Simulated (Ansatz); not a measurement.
Take GaN in the zinc blende structure (space group F-43m, No. 216; a = 4.498 Å) as the base.

Perturbation: full substitution Ga → B, then cell and atoms are relaxed.

Levels (all Ansatz, a first-principles code, PAW, earlier PAW set): PBEsol (420 eV, spin-orbit coupling left out); HSE06+SOC (420 eV, noncollinear with spin-orbit coupling).

The geometry is relaxed with PBEsol.

PBEsol valence-band top at Γ: 0.00, 0.00, 0.00 eV
PBEsol band gap: 4.29 eV

Q: Predict the valence-band top at Γ and band gap from HSE06+SOC.

A: The valence-band top at Γ (three highest Kramers pairs, from the VBM) changes from 0.00, 0.00, 0.00 eV to 0.00, 0.00, -0.02 eV; the band gap goes up by 1.493 eV (4.29 eV → 5.79 eV). The threefold valence maximum splits by Δso ≈ 22 meV.

Single points use the geometry relaxed with PBEsol. The hybrid gap comes from the SCF mesh plus the semilocal run's edge points and a few special points and is an upper bound. The spin-orbit shifts are approximate. Whether these cells are dynamically stable was not tested. This is not the structure that GaN has at room temperature and ambient pressure.
